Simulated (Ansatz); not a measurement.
Phonon-limited transport in YTl₃ (Pm-3m)

Data:

```yaml
crystal:
  lattice:
    - [4.67297, 0.00000, 0.00000]
    - [0.00000, 4.67297, 0.00000]
    - [0.00000, 0.00000, 4.67297]
  atoms:
    - { symbol: Y, position: [0.00000, 0.00000, 0.00000] }
    - { symbol: Tl, position: [0.50000, 0.50000, 0.00000] }
    - { symbol: Tl, position: [0.00000, 0.50000, 0.50000] }
    - { symbol: Tl, position: [0.50000, 0.00000, 0.50000] }
```

Computed with PBEsol, DFPT electron-phonon coupling, linearised Boltzmann equation (plane waves, PAW, scalar-relativistic; Ansatz, an electronic-structure program). Geometry: relaxed with this functional, without spin-orbit coupling.

```json
{
  "resistivity at 300 K": "15.7 μΩ·cm",
  "resistivity at 77 K": "3.5 μΩ·cm",
  "electron mean free path at 300 K (weighted by the current that each state carries)": "7.9 nm",
  "electron-phonon coupling λ": "0.55",
  "transport coupling λ_tr": "0.56",
  "logarithmic_mean_phonon_energy": "8.0 meV",
  "density of states at the Fermi level": "1.03 states/(eV·spin·cell)",
  "drude_plasma_energy": "6.5 eV",
  "Hall coefficient at 300 K": "-25 ×10⁻¹¹ m³/C",
  "Tc for μ* = 0.10 (anisotropic Eliashberg)": "1.53 K",
  "Tc for μ* = 0.13 (anisotropic Eliashberg)": "below 1 K"
}
```

A metal at this level (no band gap). Only scattering by harmonic phonons is included (no impurities, grain boundaries, electron-electron scattering or thermal expansion). Spin-orbit coupling is left out, which matters with elements this heavy. Halving the electron mesh (20x20x20) moves the resistivity by up to 1 % at 300 K, the mean free path by up to 2 %, the coupling by up to 1 %. Smearing 0.20 eV; phonons on a 3x3x3 q mesh, which this run doesn't test and which matters most at low temperature. Tc comes from the anisotropic Migdal-Eliashberg equations with μ*, a chosen number, referred to 9.8 meV.

Formula and space group known from diffraction (Crystallography Open Database), not checked to be the room-temperature form: YTl3 (Pm-3m).
